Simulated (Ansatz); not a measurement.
```
MnTlBr3
1.0
    5.59502     0.00000     0.00000
    0.00000     5.59502     0.00000
    0.00000     0.00000     5.59502
Tl Mn Br
1 1 3
Direct
  0.00000   0.00000   0.00000
  0.50000   0.50000   0.50000
  0.00000   0.50000   0.50000
  0.50000   0.50000   0.00000
  0.50000   0.00000   0.50000
```

Spin-polarised, with starting moments of sign Tl0 Mn+ Br0 Br0 Br0.

Calculations: Ansatz (a first-principles code) r2SCAN, spin-orbit coupling left out. Settings: 6×6×6 k-points, 0.05 eV Fermi–Dirac smearing.

Problem. What pressure does the calculation give?

Solution. -3.6 GPa.

Problem. What is the computed largest site moment?

Solution. 4.63 μB.

The cells carry an imposed strain or load. No phonon test of stability was made. No Hubbard U is applied and the magnetic state is the run's own (MnTlBr3 ferromagnetic); other magnetic orders, which need larger cells, were not tried and can change the gap. The cell was made from MnTlBr₃ in the cubic perovskite structure (space group Pm-3m, No. 221; ferromagnetic; a hypothetical phase, not in the database extracts checked) by this change: isotropic strain +5.38 %. Many cubic perovskites are stable only at high temperature; tilts and polar distortions were not tested.
